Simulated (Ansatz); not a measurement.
Ansatz (a quantum-chemistry and plane-wave program) run on CaSi (Cm, 4 atoms in the cell): self-consistent single point.

Computed with LDA (PW92), default PAW files made with PBE (plane waves; Ansatz).

```
CELL_PARAMETERS angstrom
      2.28886    -5.37240     0.00000
      2.28886     5.37240     0.00000
      0.00000     0.00000     3.92493
ATOMIC_POSITIONS crystal
  Ca 0.13851 0.86149 0.26274
  Ca 0.86149 0.13851 0.75000
  Si 0.43155 0.56845 0.25000
  Si 0.56845 0.43155 0.75000
```

Reference input (self-consistent single point, DFT, LDA (PW92), plane waves, default PAW files made with PBE): basis.ecutwfc = 420 eV; kpoints.mp_grid.grid = 8 8 9; hamiltonian.xc = lda; hamiltonian.pseudopotentials = {kind: paw} (the program's default PAW files); scf.occupations.method = fermi_dirac; scf.occupations.width = 0.1 eV. This run's input differs from it in these lines:

Ansatz 0.2 input:
```diff
@@ -15,3 +15,3 @@
   mp_grid:
-    grid: [8, 8, 9]
+    grid: [15, 15, 16]
 hamiltonian:
@@ -23,3 +23,3 @@
     method: fermi_dirac
-    width: 0.1
+    width: 0.02
 output:
```

Log, with long lists cut:

```
SCF iter   1: F=—  HF=-4764.917861 eV  |F-HF|=—  |Δ(HF+E_count)|=         —  Δρ=4.49e-3  dr2=2.02e-2  ethr=1.77e-3  ⟨swp⟩=9.0  Hψ=115119  notcnv=0
all-band conjugate gradients solve this SCF's bands
preconditioner: auto → Kerker (q_TF=auto, 2.220 Å⁻¹)
SCF iter   2: F=—  HF=-4764.915979 eV  |F-HF|=—  |Δ(HF+E_count)|=   1.88e-3  Δρ=2.71e-3  dr2=8.32e-3  ethr=7.21e-5  ⟨swp⟩=2.0  Hψ=28670  notcnv=0
SCF iter   3: F=—  HF=-4764.914382 eV  |F-HF|=—  |Δ(HF+E_count)|=   1.60e-3  Δρ=2.56e-4  dr2=6.15e-5  ethr=2.97e-5  ⟨swp⟩=2.3  Hψ=26281  notcnv=0
SCF iter   4: F=—  HF=-4764.914387 eV  |F-HF|=—  |Δ(HF+E_count)|=   4.69e-6  Δρ=1.05e-4  dr2=1.28e-5  ethr=2.19e-7  ⟨swp⟩=2.6  Hψ=26813  notcnv=0
SCF iter   5: F=—  HF=-4764.914385 eV  |F-HF|=—  |Δ(HF+E_count)|=   1.68e-6  Δρ=1.79e-5  dr2=3.49e-7  ethr=4.56e-8  ⟨swp⟩=2.8  Hψ=27708  notcnv=0
SCF iter   6: F=-4764.914385 eV  HF=-4764.914385 eV  |F-HF|=1.01e-8  |Δ(HF+E_count)|=   2.35e-8  Δρ=5.45e-6  dr2=4.67e-8  ethr=3.57e-10  ⟨swp⟩=5.7  Hψ=80722  notcnv=0
SCF 1 converged in 6 iterations: F = -4764.914385 eV  dr2 = 4.67e-8
Free energy (F): -4764.914385 eV
Internal energy: -4764.912049 eV  (E = F + TS)
E sigma→0 (E₀):  -4764.913217 eV
Entropy (-TS):   -0.002337 eV (-0.584 meV/atom)
Fermi energy:    7.238857 eV
--- Forces (eV/Å), atoms counted from 1 ---
  atom   1  Ca    -0.00000000     0.04173355    -0.15392703
  atom   2  Ca     0.00000000    -0.04468919     0.04259707
  atom   3  Si    -0.00000000     0.01419443     0.01870677
  atom   4  Si     0.00000000    -0.01123854     0.09262823
--- Stress (GPa, compression-positive) ---
       -4.553689       0.000000      -0.000000
        0.000000      -3.623041       0.122055
       -0.000000       0.122055      -4.449880
  P = ⅓ Tr σ = -4.2089 GPa (-42.089 kbar)
  The stress holds the Pulay correction. Without it, at fixed plane waves, as pw.x and ABINIT print it: P = -4.2263 GPa
```

The run converged in 6 iterations. Against the reference run the free energy rises by 7.4 meV/atom, the pressure moves little (-4.19 to -4.21 GPa) and the largest force hardly changes (0.158 to 0.159 eV/Å).

The starting cell comes from a database of computed structures (which also holds hypothetical and non-ambient phases and stackings), without a prior relaxation at this level. Its lattice was rescaled by up to half a per cent. One atom was moved a little off its site on purpose. With a pressure of about -4 GPa the cell is away from its equilibrium volume at this level. Ansatz's pressure includes its estimate of the finite-basis (Pulay) stress.

Cost on one core of a shared machine: roughly 2 min.
